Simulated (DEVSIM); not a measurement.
Device: abrupt Ge p-n junction, at 400 K.

```csv
layer (left to right),material,thickness (μm),Nd (cm⁻³),Na (cm⁻³),τn (s),τp (s)
1,Ge,1.30,-,1.6e17,0.0003,0.0003
2,Ge,1.00,3e15,-,0.0003,0.0003
```

Left contact: ohmic. Right contact: ohmic. Voltage is applied to the left contact. Recombination: SRH at mid-gap, radiative, Auger. Mobility is constant in doping.

Constants are typed, rounded textbook-type inputs, not results; the design itself was drawn at random and stands for no fabricated device. Values at 300 K; Nc and Nv go as T^1.5, mobilities as T to minus their exponent, the gap by Varshni's rule with the affinity fixed.

```
parameter               Ge
----------------  --------
gap (eV)             0.664
affinity (eV)            4
permittivity            16
Nc (cm⁻³)          1.04e19
Nv (cm⁻³)             6e18
μn (cm²/Vs)           3900
μp (cm²/Vs)           1900
T exponent of μn      1.66
T exponent of μp      2.33
B (cm³/s)          6.4e-14
Cn (cm⁶/s)           1e-31
Cp (cm⁶/s)           1e-31
Varshni α (eV/K)  0.000477
Varshni β (K)          235
```

Simulated with DEVSIM: 1D drift-diffusion, Boltzmann statistics, complete ionisation; no tunnelling, impact ionisation, image-force lowering or self-heating.

### Question
Tabulate band edges, carrier densities and field at zero bias.

### Answer
Energies count from the Fermi level of the right contact; mesh points crowd at the junctions.

```tsv
x (μm)	Ec (eV)	Ev (eV)	n (cm⁻³)	p (cm⁻³)	field (V/cm)
0.000	0.484	-0.140	1.3e13	1.6e17	≈ 0
0.01830	0.484	-0.140	1.3e13	1.6e17	≈ 0
0.05002	0.484	-0.140	1.3e13	1.6e17	≈ 0
0.1102	0.484	-0.140	1.3e13	1.6e17	≈ 0
0.2491	0.484	-0.140	1.3e13	1.6e17	≈ 0
0.4691	0.484	-0.140	1.3e13	1.6e17	≈ 0
0.7917	0.484	-0.140	1.3e13	1.6e17	≈ 0
1.072	0.484	-0.140	1.3e13	1.6e17	≈ 0
1.179	0.484	-0.140	1.3e13	1.6e17	≈ 0
1.241	0.484	-0.140	1.3e13	1.6e17	-450
1.276	0.476	-0.148	1.6e13	1.3e17	-5500
1.302	0.442	-0.182	4.3e13	4.7e16	-21000
1.322	0.409	-0.215	1.1e14	1.8e16	-14000
1.356	0.372	-0.252	3.3e14	6.2e15	-8600
1.444	0.323	-0.301	1.4e15	1.5e15	-3500
1.578	0.297	-0.327	2.9e15	7.1e14	-850
1.796	0.290	-0.334	3.5e15	5.8e14	-70
2.008	0.290	-0.334	3.6e15	5.7e14	≈ 0
2.174	0.290	-0.334	3.6e15	5.7e14	≈ 0
2.237	0.290	-0.334	3.6e15	5.7e14	≈ 0
2.274	0.290	-0.334	3.6e15	5.7e14	≈ 0
2.300	0.290	-0.334	3.6e15	5.7e14	≈ 0
```
